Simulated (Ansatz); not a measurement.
# Hypothetical diamond Ca, response to strain

Take Ca in the diamond structure (space group Fd-3m, No. 227; a = 8.424 Å; a hypothetical phase, not in the database extracts checked; relaxed with 0.1 eV smearing) as the base. Axes: x, y, z lie along the cube axes.

Strains are applied to the cell and any free atomic positions relax.

Level of theory: PBEsol/PAW in Ansatz (a program for electronic structure), scalar-relativistic without spin-orbit coupling.

Notes on the quantities. energy relative to the base: free energy F.

```tsv
case	volume per atom	energy relative to the base	space group
base	74.73 Å³	0 meV/atom	Fd-3m (No. 227)
isotropic strain +0.87 %	76.70 Å³	+0.7 meV/atom	Fd-3m (No. 227)
uniaxial strain ε_yy = −2.64 %	72.76 Å³	-0.2 meV/atom	I4_1/amd (No. 141)
uniaxial strain ε_yy = +0.27 %	74.93 Å³	0.0 meV/atom	I4_1/amd (No. 141)
tensor shear ε_xz = −1.14 %	74.72 Å³	-1.3 meV/atom	Imma (No. 74)
```

Stability against distortions was not tested. Under tensor shear ε_xz = −1.14 % the cell ends below the base's energy or with stress of the wrong sign: the atoms slid into a distortion or the cell is elastically unstable, so the base is not a stable minimum at this level.
